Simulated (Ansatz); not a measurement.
Base system: YSi in the rock salt structure (space group Fm-3m, No. 225; a = 5.8150 Å; a hypothetical phase, not in the database extracts checked).

(Cell as relaxed with PBE.)

Levels (all Ansatz, a program for electronic structure, PAW): PBE (420 eV, no SOC); r2SCAN (500 eV, no spin-orbit coupling).

Each level relaxes its own structure.

```
base                      PBE    r2SCAN
-------------------  --------  --------
volume per atom      24.58 Å³  24.83 Å³
lattice parameter a   5.815 Å   5.834 Å
band gap                 zero      zero
```

The change: Ca takes the place of Y on all its sites, then cell and atoms are relaxed.

```json
[
 {"quantity": "volume per atom", "PBE": "27.77 Å³", "r2SCAN": "27.90 Å³"},
 {"quantity": "band gap", "PBE": "zero", "r2SCAN": "zero"}
]
```

PBE's volume per atom lies 0.139 Å³ below r2SCAN's (0.5 %); the two agree on the band gap. Neither level is exact; r2SCAN is the comparison here, not a measurement.

No phonon test of stability was made. As relaxed here, CaSi is a hypothetical phase, not in the database extracts checked. All final runs are without spin polarisation. An odd electron count without spin: YSi. YSi has a high density of states at the Fermi level and may be magnetic at this level.
